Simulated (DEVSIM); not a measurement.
Device: Ti/SiO2/p-GaSb capacitor, at 300 K.

Layer 1 from the left is SiO2, thickness (nm) 7.80. Layer 2 from the left is GaSb, thickness (nm) 2600, Na (cm⁻³) 5.3e16.

Metal gate on the left, work function 4.33 eV. Fixed charge at the semiconductor interface 0 cm⁻² (in units of +e); no interface traps.

The device is made up for the run: typed textbook-type constants, with dimensions and the other settings drawn at random. Values at 300 K.

SiO2: gap (eV) 9, affinity (eV) 0.9, permittivity 3.9. GaSb: gap (eV) 0.726, affinity (eV) 4.06, permittivity 15.7, Nc (cm⁻³) 2.1e17, Nv (cm⁻³) 1.8e19.

Model (solved in DEVSIM): 1D Poisson equation in equilibrium, Boltzmann statistics, complete ionisation; no quantum confinement or tunnelling. Metal contacts follow the ideal Schottky-Mott rule: no Fermi-level pinning, no interface dipoles.

What does the simulation give for the minimum of the low-frequency capacitance, the flat-band voltage, the threshold voltage (band bending 2φF)?

minimum of the low-frequency capacitance 0.0966 μF/cm²; flat-band voltage -0.31 V; threshold voltage (band bending 2φF) 0.49 V.
